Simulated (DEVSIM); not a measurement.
Structure: abrupt Si p-n junction, at 250 K.

| layer (left to right) | material | thickness (μm) | Nd (cm⁻³) | Na (cm⁻³) | τn (s) | τp (s) |
|---|---|---|---|---|---|---|
| 1 | Si | 40.0 | - | 2.9e15 | 2.4e-6 | 2.4e-6 |
| 2 | Si | 41.0 | 1.9e15 | - | 2.4e-6 | 2.4e-6 |

Left contact: ohmic. Right contact: ohmic. Voltage is applied to the left contact. Recombination: SRH at mid-gap, radiative. Mobility is μmin + (μ − μmin)/(1 + (N/Nref)^α).

This is a model device: material constants are rounded textbook-type values typed into the input, and sizes, dopings and lifetimes were drawn at random. Values at 300 K; Nc and Nv go as T^1.5, mobilities as T to minus their exponent, the gap by Varshni's rule with the affinity fixed.

```
parameter               Si
----------------  --------
gap (eV)             1.124
affinity (eV)         4.05
permittivity          11.7
Nc (cm⁻³)          2.86e19
Nv (cm⁻³)           3.1e19
μn (cm²/Vs)           1417
μp (cm²/Vs)            470
μn,min                  52
μp,min                  45
Nref,n              9.7e16
Nref,p              2.2e17
αn                    0.68
αp                    0.72
T exponent of μn       2.3
T exponent of μp       2.2
B (cm³/s)          4.7e-15
Varshni α (eV/K)  0.000473
Varshni β (K)          636
```

DEVSIM, 1D drift-diffusion, Boltzmann statistics, complete ionisation; no tunnelling, impact ionisation, image-force lowering or self-heating.

Tabulate band edges, carrier densities and field at zero bias.

Energies count from the Fermi level of the right contact; mesh points crowd at the junctions.

| x (μm) | Ec (eV) | Ev (eV) | n (cm⁻³) | p (cm⁻³) | field (V/cm) |
|---|---|---|---|---|---|
| 0.000 | 0.942 | -0.194 | < 1e2 | 2.9e15 | ≈ 0 |
| 0.05436 | 0.942 | -0.194 | < 1e2 | 2.9e15 | ≈ 0 |
| 0.2317 | 0.942 | -0.194 | < 1e2 | 2.9e15 | ≈ 0 |
| 0.7768 | 0.942 | -0.194 | < 1e2 | 2.9e15 | ≈ 0 |
| 3.904 | 0.942 | -0.194 | < 1e2 | 2.9e15 | ≈ 0 |
| 12.79 | 0.942 | -0.194 | < 1e2 | 2.9e15 | ≈ 0 |
| 30.01 | 0.942 | -0.194 | < 1e2 | 2.9e15 | ≈ 0 |
| 37.98 | 0.942 | -0.194 | < 1e2 | 2.9e15 | ≈ 0 |
| 39.37 | 0.942 | -0.194 | < 1e2 | 2.9e15 | -39 |
| 39.82 | 0.852 | -0.285 | 150 | 4.3e13 | -7900 |
| 39.96 | 0.699 | -0.437 | 170000 | 3.7e10 | -14000 |
| 40.02 | 0.612 | -0.524 | 9800000 | 6.5e8 | -15000 |
| 40.12 | 0.476 | -0.661 | 5.6e9 | 1100000 | -12000 |
| 40.45 | 0.233 | -0.904 | 4.5e14 | < 1e2 | -3000 |
| 42.20 | 0.201 | -0.935 | 1.9e15 | < 1e2 | ≈ 0 |
| 47.22 | 0.201 | -0.935 | 1.9e15 | < 1e2 | ≈ 0 |
| 62.86 | 0.201 | -0.935 | 1.9e15 | < 1e2 | ≈ 0 |
| 75.46 | 0.201 | -0.935 | 1.9e15 | < 1e2 | ≈ 0 |
| 79.84 | 0.201 | -0.935 | 1.9e15 | < 1e2 | ≈ 0 |
| 80.66 | 0.201 | -0.935 | 1.9e15 | < 1e2 | ≈ 0 |
| 80.91 | 0.201 | -0.935 | 1.9e15 | < 1e2 | ≈ 0 |
| 81.00 | 0.201 | -0.935 | 1.9e15 | < 1e2 | ≈ 0 |
